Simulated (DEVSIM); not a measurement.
System: abrupt InP p-n junction, at 300 K.

```tsv
layer (left to right)	material	thickness (μm)	Nd (cm⁻³)	Na (cm⁻³)	τn (s)	τp (s)
1	InP	0.530	-	1.1e17	2.1e-8	2.1e-8
2	InP	280	1.3e14	-	2.1e-8	2.1e-8
```

Left contact: ohmic. Right contact: ohmic. Voltage is applied to the left contact. Recombination: SRH at mid-gap, Auger. Mobility is constant in doping.

This is a model device: material constants are rounded textbook-type values typed into the input, and sizes, dopings and lifetimes were drawn at random. Values at 300 K.

| parameter | InP |
|---|---|
| gap (eV) | 1.344 |
| affinity (eV) | 4.38 |
| permittivity | 12.5 |
| Nc (cm⁻³) | 5.7e17 |
| Nv (cm⁻³) | 1.1e19 |
| μn (cm²/Vs) | 5200 |
| μp (cm²/Vs) | 170 |
| Cn (cm⁶/s) | 9e-31 |
| Cp (cm⁶/s) | 9e-31 |

DEVSIM, 1D drift-diffusion, Boltzmann statistics, complete ionisation; no tunnelling, impact ionisation, image-force lowering or self-heating.

Task: Give the small-signal capacitance in reverse bias (quasi-static).

Result: 
```csv
V (V),C (nF/cm²)
-0.2,3.25
-0.5,2.87
-1,2.46
-1.5,2.19
-2,1.99
-3,1.71
-4,1.53
-5,1.39
-6.5,1.24
-8,1.14
-10,1.03
```
